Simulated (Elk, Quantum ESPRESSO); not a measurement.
A Quantum ESPRESSO input for a self-consistent single point of Pb (Im-3m, 1 atom in the cell) (DFT, PBEsol, plane waves, PseudoDojo standard norm-conserving (PBESOL) pseudopotentials):

```fortran
&control
 calculation = 'scf',
 outdir = './work',
 pseudo_dir = './',
 verbosity = 'high',
 tprnfor = .true.,
 tstress = .true.,
/
&system
 ibrav = 0,
 celldm(1) = 6.4796284327,
 nat = 1,
 ntyp = 1,
 ecutwfc = 65,
 occupations = 'smearing',
 smearing = 'fermi-dirac',
 degauss = 0.0073499,
/
&electrons
 conv_thr = 1.0e-11,
/
ATOMIC_SPECIES
Pb   207.2000  Pb.upf
CELL_PARAMETERS alat
  -0.5773502692     0.5773502692     0.5773502692
   0.5773502692    -0.5773502692     0.5773502692
   0.5773502692     0.5773502692    -0.5773502692
ATOMIC_POSITIONS alat
Pb    0.0000000000    0.0000000000    0.0000000000
K_POINTS automatic
15 15 15  0 0 0
```

### Question
Translate this input to Elk.

### Answer
One input that does it (others would too):

```
tasks
  0

xctype
  22

rgkmax
  7.0

stype
  3

swidth
  0.00367493

avec
   -3.7410152199    3.7410152199    3.7410152199
    3.7410152199   -3.7410152199    3.7410152199
    3.7410152199    3.7410152199   -3.7410152199

sppath
  'species/'

atoms
  1   : nspecies
  'Pb.in'   : spfname
  1   : natoms; atposl, bfcmt below
  0.0000000000  0.0000000000  0.0000000000    0.0 0.0 0.0

ngridk
  15 15 15
```

Basis settings and potentials, where a program has them, do not carry over. This input uses DFT, PBEsol, all-electron FP-LAPW, Elk's shipped species files, default APW+lo basis.

The starting cell comes from a database of computed structures (which also holds hypothetical and non-ambient phases and stackings), without a prior relaxation at this level.
